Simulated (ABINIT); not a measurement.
## How far to go with the k-point mesh: Na (Im-3m, 1 atom in the cell)

```
CELL_PARAMETERS angstrom
     -2.14065     2.14065     2.14065
      2.14065    -2.14065     2.14065
      2.14065     2.14065    -2.14065
ATOMIC_POSITIONS crystal
  Na 0.00000 0.00000 0.00000
```

Computed with PBE, PAW (JTH v2.0 PBE PAW) (plane waves; ABINIT).

Base settings: pseudos = [Na.GGA_PBE-JTH.xml]; ecut = 30 Ha; pawecutdg = 60 Ha; occopt = 3; tsmear = 0.1 eV; ngkpt = 5 5 5; nshiftk = 1; shiftk = 0 0 0; potentials = JTH v2.0 PBE PAW; nband = 10.

Only quantities that move along the ladder and can be compared are tabulated.

These are the values that this program gave, and no reference: the one-centre exchange-correlation terms come from a truncated expansion.

The count of work is k-points × plane waves × bands × iterations; it is no time. Core times come from one kind of shared machine, to one figure; runs under 30 s give none.

The starting cell has typed, rounded lattice constants, without a prior relaxation at this level. Its lattice was rescaled by up to half a per cent. Without a gap this mesh is coarse (it stands for a supercell whose shortest vector is 19 Å).

Steps (ngkpt): 2 2 2; 3 3 3; 4 4 4; 5 5 5; 7 7 7; 9 9 9; 11 11 11; 14 14 14; 17 17 17; 19 19 19; 23 23 23; 29 29 29.

### Question
What is the coarsest ngkpt that holds the free energy within 0.5 meV/atom of the last step, with all finer ones?

### Answer
14 14 14, at 0.15 of the last step's count of work and about 0.2 of the last step's time; the step before is off by 1.3 meV/atom.

### Question
What is the coarsest ngkpt that holds the pressure within 0.5 GPa of the last step, with all finer ones?

### Answer
3 3 3, at 0.0058 of the last step's count of work; the step before is off by 1.7 GPa.

| ngkpt | free energy less the last step's (meV/atom) | pressure (GPa) | count of work / last | core time / last (rough) |
|---|---|---|---|---|
| 2 2 2 | 910.97 | 1.06 | 0.0022 | – |
| 3 3 3 | -140.36 | -1.03 | 0.0058 | – |
| 4 4 4 | 78.09 | -0.40 | 0.012 | – |
| 5 5 5 | -4.72 | -0.67 | 0.015 | – |
| 7 7 7 | -2.56 | -0.68 | 0.029 | – |
| 9 9 9 | -3.59 | -0.69 | 0.051 | – |
| 11 11 11 | -1.34 | -0.69 | 0.082 | 0.10 |
| 14 14 14 | -0.23 | -0.68 | 0.15 | 0.2 |
| 17 17 17 | 0.16 | -0.68 | 0.24 | 0.3 |
| 19 19 19 | 0.08 | -0.68 | 0.32 | 0.3 |
| 23 23 23 | 0.06 | -0.68 | 0.54 | 0.5 |
| 29 29 29 | 0.00 | -0.68 | 1.0 | 1 |
